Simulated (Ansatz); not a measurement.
In a free linear chain of Te atoms, spin-degenerate bands cross the Fermi level 3 times between Γ and the zone edge.

All values below come from PBE (plane waves to 420 eV, PAW; Ansatz, an electronic-structure program). Mesh 1×1×54. No spin polarisation, so a magnetic state wasn't tested. Periodic along z alone, with about 11 Å of vacuum beside it. A hypothetical model. It keeps the symmetry and period of its start, so it need not be a minimum against all distortions. Pairing along the axis, which can open a gap, is among the distortions not tried. Values not marked SOC lack spin–orbit coupling.

What are the conductance and the two-terminal resistance of a perfect, endless piece?

Each crossing on the half of the zone with k > 0 has a partner at −k, so it gives one mode in each direction. Counting spin there are 6 modes, each carrying e²/h = 38.74 μS. G = 6 × 38.74 = 232.4 μS and R = 1/G = 4.30 kΩ, whatever the length. Scattering by phonons, roughness and contacts can only raise R.
